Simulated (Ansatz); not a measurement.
Results of LDA in Ansatz (PAW) for GaP (R-3m, No. 166, 4 atoms in the cell; start mp-1018275; a measured phase of this formula has another space group).

Numerical settings: plane-wave cutoff 520 eV, 10×10×10 k mesh, Fermi–Dirac smearing 0.01 eV, scalar-relativistic PAW data made under PBE.

Cell (relaxed at this level):

GaP is taken in the trigonal space group R-3m, hexagonal axes (No. 166), Pearson symbol hR4. Cell: a = 3.795 Å, b = 3.795 Å, c = 18.894 Å, α = 90.00°, β = 90.00°, γ = 120.00°. Ga on 6c is coordinated by 3 P at 2.347 Å and 1 Ga at 2.420 Å (tetrahedral). P on 6c is surrounded by 1 P at 2.194 Å and 3 Ga at 2.347 Å (tetrahedral). (Neighbours: up to the widest gap in distance over summed covalent radii, below 1.35, at either atom; cation-cation and far metal-metal contacts left out.)
(The calculation used a cell of 4 atoms; values per cell refer to that cell.)

Predict the band gap and smallest direct gap on the k points sampled.


- band gap: 0.65 eV (indirect)
- smallest direct gap on the k points sampled: 1.15 eV

Spin–orbit coupling is not included.

The computed numbers hold no vibrational or temperature effects.

Computing time: around 18 core-seconds (rough).

A start named mp-… is a Materials Project structure, which need not be a measured phase.

Ansatz is a first-principles code.
